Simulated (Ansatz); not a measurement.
The parent structure is MgO in the rock salt structure (space group Fm-3m, No. 225; a = 4.214 Å).

Structures relaxed with plane-wave PAW DFT at the PBEsol level (Ansatz, an electronic-structure program, 420 eV), no spin-orbit coupling.

Base:

Simulated powder pattern, Cu Kα1, λ = 1.54056 Å (kinematic, ideal powder, no thermal factors, no anomalous dispersion; the 8 strongest lines at most, above 2 %, up to 2θ = 90°):

```json
[
 {"2θ (°)": "36.91", "I/Imax (%)": "10", "hkl": "(111)"},
 {"2θ (°)": "42.89", "I/Imax (%)": "100", "hkl": "(200)"},
 {"2θ (°)": "62.26", "I/Imax (%)": "56", "hkl": "(220)"},
 {"2θ (°)": "74.63", "I/Imax (%)": "6.9", "hkl": "(311)"},
 {"2θ (°)": "78.57", "I/Imax (%)": "17", "hkl": "(222)"}
]
```

One thing is altered: every Mg is replaced by Sr; the structure is relaxed again.

How do the reflections move or split?


Simulated powder pattern, Cu Kα1, λ = 1.54056 Å (kinematic, ideal powder, no thermal factors, no anomalous dispersion; the 8 strongest lines at most, above 2 %, up to 2θ = 90°):

| 2θ (°) | I/Imax (%) | hkl |
|---|---|---|
| 30.19 | 90 | (111) |
| 35.00 | 100 | (200) |
| 50.34 | 67 | (220) |
| 59.83 | 42 | (311) |
| 62.79 | 22 | (222) |
| 73.95 | 10.0 | (400) |
| 81.91 | 18 | (331) |
| 84.52 | 28 | (420) |

The indices refer to each structure's own conventional cell; one index is shown for lines that coincide.

Whether these cells are dynamically stable was not tested.
